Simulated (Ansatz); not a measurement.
Abridged Ansatz (a first-principles code) output:

```
Relaxation: its limit of steps is 50 (relax.max_steps)
Pseudopotential: C, paw, valence charge 4
Crystal: 4 atoms, lattice volume = 34.003 Å³
Basis set: ecut = 420 eV, 647 PW (Γ), exchange–correlation on 36×36×90 points (8 copies of the dense FFT grid, shifted against one another)
Bands: 12, of which v1, the nominal top of the filled ones, is band 8 counted from 1 (7 counted from 0)
Symmetry: 8 space group operations
k-points: 192 of 1125
Functional: x = pbesol(κ = 0.804, μ = 0.12345679012345678), c = pbesol(β = 0.046)
SCF iter   1: F=—  HF=-987.181643 eV  |F-HF|=—  |Δ(HF+E_count)|=         —  Δρ=3.72e-3  dr2=3.59e-3  ethr=1.77e-3  ⟨swp⟩=5.7  Hψ=12432  notcnv=0
SCF iter   2: F=—  HF=-987.181898 eV  |F-HF|=—  |Δ(HF+E_count)|=   2.55e-4  Δρ=2.13e-3  dr2=1.43e-3  ethr=2.24e-5  ⟨swp⟩=1.9  Hψ=4587  notcnv=0
SCF 1 converged in 7 iterations: F = -987.181964 eV  dr2 = 2.25e-11
relax step   1: F+E_penalty+E_count = -987.18196401 eV  Δ(F+E_penalty+E_count) = +0.000e0 eV  max|allowed force component| = 1.313e-1 eV/Å  Δτ_max = 0.0000 Å  (7 SCF iters, accepted)
Crystal: 4 atoms, lattice volume = 34.003 Å³
SCF iter   1: F=—  HF=-987.182704 eV  |F-HF|=—  |Δ(HF+E_count)|=         —  Δρ=3.52e-3  dr2=1.54e-3  ethr=9.10e-6  ⟨swp⟩=1.7  Hψ=10345  notcnv=0
SCF iter   2: F=—  HF=-987.182264 eV  |F-HF|=—  |Δ(HF+E_count)|=   4.40e-4  Δρ=1.59e-3  dr2=2.64e-4  ethr=9.10e-6  ⟨swp⟩=1.4  Hψ=2635  notcnv=0
SCF 2 converged in 6 iterations: F = -987.182203 eV  dr2 = 8.94e-12
relax step   2: F+E_penalty+E_count = -987.18220266 eV  Δ(F+E_penalty+E_count) = -2.386e-4 eV  max|allowed force component| = 7.215e-2 eV/Å  Δτ_max = 0.0112 Å  (6 SCF iters, accepted)
Crystal: 4 atoms, lattice volume = 34.003 Å³
SCF iter   1: F=—  HF=-987.182406 eV  |F-HF|=—  |Δ(HF+E_count)|=         —  Δρ=1.60e-3  dr2=3.30e-4  ethr=1.99e-5  ⟨swp⟩=2.3  Hψ=7828  notcnv=0
SCF iter   2: F=—  HF=-987.182307 eV  |F-HF|=—  |Δ(HF+E_count)|=   9.90e-5  Δρ=7.30e-4  dr2=5.59e-5  ethr=2.06e-6  ⟨swp⟩=1.0  Hψ=3840  notcnv=0
SCF 3 converged in 6 iterations: F = -987.182297 eV  dr2 = 3.47e-12
relax step   3: F+E_penalty+E_count = -987.18229673 eV  Δ(F+E_penalty+E_count) = -9.407e-5 eV  max|allowed force component| = 1.657e-3 eV/Å  Δτ_max = 0.0054 Å  (6 SCF iters, accepted)
SCF converged after 6 iterations
Free energy (F): -987.182297 eV
Internal energy: -987.181116 eV  (E = F + TS)
E sigma→0 (E₀):  -987.181706 eV
Entropy (-TS):   -0.001181 eV (-0.295 meV/atom)
Fermi energy:    7.308942 eV
  E_disp       = -0.450625  (pairwise vdW)
--- Forces (eV/Å), atoms counted from 1 ---
  atom   1  C     -0.00000000     0.00165728     0.00000000
  atom   2  C      0.00000000    -0.00165728     0.00000000
  atom   3  C      0.00000000    -0.00148352     0.00000000
  atom   4  C     -0.00000000     0.00148352     0.00000000
--- Stress (GPa, compression-positive) ---
       11.607977       0.000000       0.000000
        0.000000       2.494742       0.000000
        0.000000       0.000000      -0.019506
  P = ⅓ Tr σ = 4.6944 GPa (46.944 kbar)
--- Relaxed structure (3 steps of the walk, 3 accepted, 0 SCFs on fresh bases) ---
  atoms:
    - { symbol: C, position: [-0.0033559021390917234, -0.006711804278183446, 0.25] }
    - { symbol: C, position: [0.0033559021390917234, 0.006711804278183446, 0.7500000000000001] }
    - { symbol: C, position: [0.32943869394578107, 0.6588773878915622, 0.25] }
    - { symbol: C, position: [0.6705613060542189, 0.3411226121084377, 0.7500000000000001] }
```

Problem. What was computed, and what are the main results?

Solution. C, 4 atoms in the cell, with PBEsol-D3(BJ)/PAW in Ansatz, scalar-relativistic without spin-orbit coupling. The last SCF converged to F = -987.182297 eV, or -246.7956 eV per atom, at a pressure of 4.69 GPa. The total energy compares only with runs of the same code, potentials and settings.

The cells carry an imposed strain or load. Stability against distortions was not tested. The cell was made from C in the graphite type structure (space group P6_3/mmc, No. 194; layered, stacked along the Cartesian z axis) by this change: uniaxial strain ε_xx = −1.01 %.

Keys are those of Ansatz 0.2.
